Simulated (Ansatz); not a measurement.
Defect migration in fcc Al: Si-vacancy pair (Si on one host Al site, one Al site vacant), neutral cell. These are PBE, PAW (plane waves to 420 eV; Ansatz, a quantum-chemistry and plane-wave program) values and carry that method's errors.

Settings: 32 host sites, the relaxed PBE lattice, a 3×3×3 k-point mesh shifted by half a step, smearing 0.10 eV, spin-restricted, no image-charge correction. No zero-point or tunnelling terms. Forms of the defect that were not tried may lie lower.

Barriers: single points on a 5×5×5 k-point mesh shifted by half a step at the bands' geometries (they differ from the bands' own by up to 0.06 eV, and are uncertain by about as much).

The step: one Al atom jumps into the vacancy from a nearby Al site (Si-vacancy distance between ideal sites 2.86 Å throughout). Atoms about the jump, Cartesian Å from the middle of the jump, before and after:

```
atom     x0     y0     z0     x1     y1     z1
----  -----  -----  -----  -----  -----  -----
Al1    0.96  -0.96   0.00  -0.96   0.96   0.00
Si2   -1.00  -0.96  -1.97  -0.96  -1.00  -1.97
Al3    0.96   1.01  -1.98   1.01   0.96  -1.98
Al4   -1.00  -0.97   2.02  -0.97  -1.00   2.02
Al5    0.98   1.02   2.00   1.02   0.98   2.00
Al6   -2.96  -0.96   0.00  -3.00  -1.00   0.00
Al7   -1.00  -3.00   0.00  -0.96  -2.96   0.00
```

**Question.** Give the saddle-point geometry and the barrier.

**Answer.** 
| atom | x | y | z |
|---|---|---|---|
| Al1 | -0.04 | -0.05 | -0.06 |
| Si2 | -1.05 | -1.06 | -2.17 |
| Al3 | 1.10 | 1.09 | -2.13 |
| Al4 | -1.02 | -1.04 | 2.16 |
| Al5 | 1.04 | 1.03 | 2.14 |
| Al6 | -2.94 | -0.97 | 0.02 |
| Al7 | -0.95 | -2.96 | 0.02 |
It lies 0.50 eV above the start and 0.50 eV above the end. The saddle point's order was not checked, and it lies on a symmetry element of the cell, where a band can be held.
